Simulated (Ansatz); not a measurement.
ZnS under load (space group P6_3mc), r2SCAN with spin-orbit coupling, rigid bands run with Ansatz (a quantum-chemistry and plane-wave program). Condition of this run: biaxial stress in the c plane of -3 GPa (compression positive) (the target of the relaxation). Band gap 2.74 eV, N_c = 2.28e18 cm⁻³ and N_v = 2.43e19 cm⁻³ at 300 K, conductivity masses along z (a = (3.86, 0.00, 0.00) Å; b = (-1.93, 3.34, 0.00) Å; c = (0.00, 0.00, 6.13) Å) of 0.201 mₑ (electrons) and 0.516 mₑ (holes). Take k_BT = 0.02585 eV.

Task: A film of it is 3 nm thick, with its normal along the direction named. Estimate the confinement energies in an infinite well.

Result: ħ²π²/(2m t²) = 0.376 eV·nm²/(m/mₑ × t²) gives 208 meV for electrons and 81.0 meV for holes, so the gap would widen to about 3.03 eV. Finite barriers and nonparabolic bands lower this, and with several valleys or bands the heaviest mass along the normal sets the lowest level, not this average.

Task: What thermal injection velocity √(2k_BT/πm) limits a ballistic channel along the direction named?

Result: 1.20e7 cm/s for electrons and 7.49e6 cm/s for holes, a ratio of √(m_h/m_e) = 1.60, for dilute carriers.

Task: Find the intrinsic carrier density and the intrinsic Fermi level.

Result: n_i = √(N_c N_v) exp(−E_g/2k_BT) = 7.44e18 × exp(−52.99) = 7.2e-5 cm⁻³. The level lies (k_BT/2) ln(N_v/N_c) = 31 meV from mid-gap (positive towards the conduction band). Each 0.1 eV added to the gap lowers n_i by a factor of 6.9.

Rigid bands with the computed gap; masses take one relaxation time for all states. Geometry: cell and atoms relaxed with PBEsol.
